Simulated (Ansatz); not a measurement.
Cd₂P₃Cl (C2/c, No. 15; cell taken from a computed entry)

Level of theory: HSE06 (plane waves, PAW; Ansatz, an electronic-structure program).

Numerical settings: plane-wave cutoff 460 eV, 4×4×4 k mesh, Fermi–Dirac smearing 0.01 eV, scalar-relativistic PAW data made under PBE.

Cell (relaxed with PBEsol):

```cif
data_Cd8Cl4P12
_chemical_formula_sum 'Cd8 P12 Cl4'
_space_group_name_H-M_alt 'C2/c'
_space_group_IT_number 15
_space_group_name_Hall '-C 2yc'
_cell_length_a 7.95335
_cell_length_b 8.97058
_cell_length_c 7.50749
_cell_angle_alpha 90.000
_cell_angle_beta 100.850
_cell_angle_gamma 90.000
loop_
_atom_site_label
_atom_site_type_symbol
_atom_site_symmetry_multiplicity
_atom_site_Wyckoff_symbol
_atom_site_fract_x
_atom_site_fract_y
_atom_site_fract_z
_atom_site_occupancy
Cd1 Cd 8 f 0.25782 0.15358 0.21031 1
P1 P 8 f 0.38187 0.04590 0.53222 1
P2 P 4 e 0.00000 0.30239 0.25000 1
Cl1 Cl 4 e 0.00000 0.13611 0.75000 1
```
(The calculation used a cell of 12 atoms; values per cell refer to that cell.)

```json
{
  "band_gap": "2.09 eV",
  "smallest_direct_gap_on_the_k_points_sampled": "2.32 eV",
  "direct gap at Γ": "3.53 eV"
}
```

Note: cell and atoms aren't relaxed at this level (largest force component 0.25 eV/Å, pressure 1.8 GPa).

Spin–orbit coupling is not included.

It cost roughly 26 core-minutes of CPU time.
